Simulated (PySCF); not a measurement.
PySCF 2.14.0, PBE/def2-tzvp, df: Au(Cl) ([Cl][Au]), 2 atoms. The geometry is a generated start, not checked to be a minimum at this level.

* **task**: energy
* **method**: pbe
* **basis**: def2-tzvp
* **two-electron scheme**: density fitting
* **mol.max_memory**: 3000 MB
* **mf.max_cycle**: 100
* **mf.conv_tol**: 1e-09 (default)
* **mf.grids.level**: 3 (default)
* **effective core potentials**: those of the basis set, past Kr
* **basis functions**: 77
* **grid points**: 43192

```xyz
2

Au    -0.6618    -0.6314    -0.6431
Cl     0.6618     0.6314     0.6431
```

Charge 0 and multiplicity 1 are set for this test and not shown to be the ground state.

With the defaults (mf.init_guess = minao, mf.DIIS = CDIIS, mf.diis = true, mf.diis_space = 8, mf.damp = 0, mf.diis_start_cycle = 1, mf.level_shift = 0) it converges in 13 Fock builds. One run each on 2 threads, 1 BLAS thread, with these changes:
- mf.diis_space = 20
- mf.diis = false
- mf.diis_space = 3
- mf.level_shift = 0.1 Hartree
- mf.diis = false, mf.damp = 0.7, mf.diis_start_cycle = 999
- mf.DIIS = EDIIS
- mf.init_guess = 1e
- mf.init_guess = huckel
- mf.diis_space = 12

Name the settings that don't reach the solution of the defaults.

No convergence: mf.init_guess = 1e; mf.DIIS = EDIIS; mf.diis = false (the run ends without SCF convergence in 100 cycles). The rest reach the solution of the defaults.

| setting | Fock builds | end |
|---|---|---|
| the defaults | 13 | same solution |
| mf.diis_space = 12 | 13 | same solution |
| mf.diis_space = 20 | 13 | same solution |
| mf.init_guess = huckel | 14 | same solution |
| mf.level_shift = 0.1 Hartree | 15 | same solution |
| mf.diis_space = 3 | 18 | same solution |
| mf.diis = false, mf.damp = 0.7, mf.diis_start_cycle = 999 | 26 | same solution |
| mf.init_guess = 1e | 101 | no convergence |
| mf.DIIS = EDIIS | 101 | no convergence |
| mf.diis = false | 101 | no convergence |
